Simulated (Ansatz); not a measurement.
## Worked example: self-consistent single point of YbZn (P4mm, 2 atoms in the cell) in Ansatz

Method: PBEsol, default PAW files made with PBE (plane waves; Ansatz, a quantum-chemistry and plane-wave program).

This input was run:

Ansatz 0.2 input:
```yaml
# YbZn
crystal:
  lattice:
    - [3.593711, 0.000000, 0.000000]
    - [0.000000, 3.593711, 0.000000]
    - [0.000000, 0.000000, 3.593711]
  atoms:
    - { symbol: Yb, position: [0.000000, 0.000000, 0.013913] }
    - { symbol: Zn, position: [0.500000, 0.500000, 0.500000] }
basis:
  ecutwfc: 420.0 eV
kpoints:
  mp_grid:
    grid: [9, 9, 9]
hamiltonian:
  xc: pbesol
  pseudopotentials:
    kind: paw
scf:
  occupations:
    method: fermi_dirac
    width: 0.1 eV
output:
  forces: true
  eigenvalues: true
  stress: true
```

Log, with long lists cut:

```
WARN ansatz: RAYON_NUM_THREADS=1 ignored (pool sized by the plan → 1); use --threads N
Pseudopotentials: kind: paw
Pseudopotential: Yb, paw, valence charge 24
Pseudopotential: Zn, paw, valence charge 12
Crystal: 2 atoms, lattice volume = 46.412 Å³
Basis set: ecut = 420 eV, 925 PW (Γ), exchange–correlation on 50×50×50 points (8 copies of the dense FFT grid, shifted against one another)
Bands: 22, of which v1, the nominal top of the filled ones, is band 18 counted from 1 (17 counted from 0)
Symmetry: 8 space group operations
Space group: P4mm (ITA 99), of the structure as read, at distance tolerance 3.6e-5 Å
k-points: 75 of 729 (time reversal used)
PAW frozen core: Yb, regenerated for the run's functional, and the local potential with it
PAW frozen core: Zn, regenerated for the run's functional, and the local potential with it
Initial density: superposition of atomic densities (neutral atoms: chi_scale 0, normalization atom), corrected by the library's trained network
Initial wavefunctions: pseudopotential atomic-orbital guess
Eigensolver: davidson
Functional: x = pbesol(κ = 0.804, μ = 0.12345679012345678), c = pbesol(β = 0.046)
SCF iter   1: F=—  HF=-16958.055397 eV  |F-HF|=—  |Δ(HF+E_count)|=         —  Δρ=5.28e-3  dr2=1.25e-2  ethr=1.77e-3  ⟨swp⟩=6.0  Hψ=7789  notcnv=0
all-band conjugate gradients solve this SCF's bands
preconditioner: auto → Kerker (q_TF=auto, 2.615 Å⁻¹)
SCF iter   2: F=—  HF=-16958.052269 eV  |F-HF|=—  |Δ(HF+E_count)|=   3.13e-3  Δρ=1.57e-3  dr2=1.60e-3  ethr=3.48e-5  ⟨swp⟩=2.0  Hψ=3386  notcnv=0
SCF iter   3: F=—  HF=-16958.051829 eV  |F-HF|=—  |Δ(HF+E_count)|=   4.41e-4  Δρ=1.05e-3  dr2=8.68e-4  ethr=4.46e-6  ⟨swp⟩=2.0  Hψ=2083  notcnv=0
SCF iter   4: F=—  HF=-16958.051624 eV  |F-HF|=—  |Δ(HF+E_count)|=   2.05e-4  Δρ=3.04e-4  dr2=5.42e-5  ethr=2.41e-6  ⟨swp⟩=2.4  Hψ=2557  notcnv=0
SCF iter   5: F=—  HF=-16958.051637 eV  |F-HF|=—  |Δ(HF+E_count)|=   1.33e-5  Δρ=1.71e-4  dr2=1.26e-5  ethr=1.51e-7  ⟨swp⟩=2.0  Hψ=2790  notcnv=0
SCF iter   6: F=—  HF=-16958.051633 eV  |F-HF|=—  |Δ(HF+E_count)|=   3.74e-6  Δρ=3.76e-5  dr2=6.20e-7  ethr=3.51e-8  ⟨swp⟩=2.0  Hψ=2962  notcnv=0
SCF iter   7: F=—  HF=-16958.051633 eV  |F-HF|=—  |Δ(HF+E_count)|=   3.67e-7  Δρ=1.41e-5  dr2=8.36e-8  ethr=2.78e-10  ⟨swp⟩=8.4  Hψ=9854  notcnv=0
SCF iter   8: F=-16958.051633 eV  HF=-16958.051633 eV  |F-HF|=1.21e-9  |Δ(HF+E_count)|=   9.04e-8  Δρ=2.58e-6  dr2=2.18e-9  ethr=2.32e-10  ⟨swp⟩=6.5  Hψ=8126  notcnv=0
SCF 1 converged in 8 iterations: F = -16958.051633 eV  dr2 = 2.18e-9
SCF converged after 8 iterations
Free energy (F): -16958.051633 eV
Harris-Foulkes:  -16958.051633 eV  (|F-HF|=1.21e-9)
Internal energy: -16957.944728 eV  (E = F + TS)
E sigma→0 (E₀):  -16957.998181 eV
Entropy (-TS):   -0.106905 eV (-53.453 meV/atom)
Fermi energy:    11.572083 eV
--- Per-component energies (eV) ---
  E_band       = 82.229840
  E_kinetic    = 488.570001
  E_local      = -7501.119373  (includes V_loc(G=0)·N_el)
  E_nonlocal   = 1158.300493
  E_hartree    = 3230.915680
  E_xc         = -299.488844
  E_vxc        = -257.416630  (∫ρ·V_xc dr)
  E_paw        = -9019.334708  (= ΣΔE_a)
  E_vpaw       = -267.934163  (= ΣTr[D̂ρ^β])
  E_aug_tail   = -0.000341  (compensation charges beyond the density's cutoff)
  E_ewald      = -5017.714184
  E_core_change = 1.926549  (= ΣΔE_core)
  E_smearing   = -0.106905  (= −TS)
  E_closure    = 0.000000  (closes the sum)
  Σ components = -16958.051633   (vs F -16958.051633, Δ=0.00e0)
--- Forces (eV/Å), atoms counted from 1 ---
  atom   1  Yb     0.00000000     0.00000000    -0.12698070
  atom   2  Zn    -0.00000000     0.00000000     0.12698162
  max |Σ_I F_I| component: 9.23e-7 eV/Å
--- Stress (GPa, compression-positive) ---
       -3.031501       0.000000      -0.000000
        0.000000      -3.031501       0.000000
       -0.000000       0.000000      -3.053992
  P = ⅓ Tr σ = -3.0390 GPa (-30.390 kbar)
  The stress holds the Pulay correction. Without it, at fixed plane waves, as pw.x and ABINIT print it: P = -3.0873 GPa
--- Band table (eV; the first three rows and the last of 75) ---
  k-point 0: bands = ["-39.9530", "-12.1686", "-12.1686", "-12.1685", "4.3572", "4.4793", "4.4802", "4.6595", "4.6603", "4.6603", "11.0462", "11.0462", "11.0464", "11.0489", "11.0489", "11.0490", "11.0935", "12.5618", "12.5681", "16.4197", [...]
  k-point 1: bands = ["-39.9520", "-12.2003", "-12.1659", "-12.1659", "4.4850", "4.4932", "4.5483", "4.6560", "4.6560", "4.6611", "11.0303", "11.0439", "11.0501", "11.0501", "11.0549", "11.0549", "11.0927", "12.3614", "12.6292", "15.7926", [...]
  k-point 2: bands = ["-39.9494", "-12.2797", "-12.1591", "-12.1591", "4.4993", "4.5425", "4.6451", "4.6451", "4.6652", "5.0852", "10.9466", "11.0318", "11.0562", "11.0562", "11.0756", "11.0756", "11.0908", "11.5125", "12.7935", "14.9621", [...]
  k-point 74: bands = ["-39.9283", "-12.3573", "-12.3564", "-12.3563", "4.5529", "4.5628", "4.5631", "4.7721", "4.7723", "9.5037", "10.3756", "10.3782", "10.8212", "11.0533", "11.0544", "11.0545", "11.1053", "11.1217", "11.1218", "12.3542", [...]
```

The run converged in 8 iterations.

The starting cell comes from a database of computed structures (which also holds hypothetical and non-ambient phases and stackings), without a prior relaxation at this level. Its lattice was rescaled by up to half a per cent. One atom was moved a little off its site on purpose. Spin-orbit coupling is off. Spin polarisation is off. With a pressure of about -3 GPa the cell is away from its equilibrium volume at this level. Ansatz's pressure includes its estimate of the finite-basis (Pulay) stress.
